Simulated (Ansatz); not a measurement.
Base system: Sn in the diamond structure (space group Fd-3m, No. 227; a = 6.5402 Å; relaxed with 0.1 eV smearing). Axes: x, y, z lie along the cube axes.

All numbers come from Ansatz (a program for electronic structure), PBEsol, PAW, cutoff 420 eV, scalar-relativistic without spin-orbit coupling.

Perturbation: a pure shear with ε_xy = ε_yx = 0.0171; the atoms relax in the strained cell.

Task: Predict the stress tensor and what it implies for the stiffness.

Result: Stress of the strained cell less that of the base (GPa, compression positive):
```
    0.0    -0.9     0.0
   -0.9     0.0     0.0
    0.0     0.0     0.0
```

Then −Δσ/γ with γ = 2ε = 0.0342 gives secant stiffness values (nonlinear terms included at this strain): C66 ≈ 27 GPa.

Stability against distortions was not tested.
